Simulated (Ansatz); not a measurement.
Consider ZnS in the wurtzite structure (space group P6_3mc, No. 186; a = 3.7822 Å, c = 6.2077 Å).

Method: PBEsol in Ansatz (plane waves to 420 eV, PAW, no spin-orbit coupling).

Base values:

The lattice parameter a is 378.2 pm and the electron mass is 0.16 mₑ along c, 0.18 mₑ across (at Γ). The band gap comes out as 2.15 eV.

One thing is altered: a hydrostatic pressure of 2.1 GPa.

Question: What happens to the lattice parameter a, electron mass and band gap?

Answer: The lattice parameter a drops by 3.3 pm (378.2 pm → 374.9 pm); the electron mass becomes 0.16 mₑ along c, 0.19 mₑ across (at Γ) (base: 0.16 mₑ along c, 0.18 mₑ across (at Γ)); the band gap goes up by 0.111 eV to 2.27 eV.

Load acts through the strain it causes; cell and atoms are relaxed under it. Masses are band curvatures over ±0.01 Å⁻¹ around the edge. Whether these cells are dynamically stable was not tested. Tetrahedral semiconductors of this kind turn to denser phases somewhere between about 1 and 50 GPa; those were not computed, so compressed cells here can lie past the real transition.

Ansatz is a program for electronic structure.
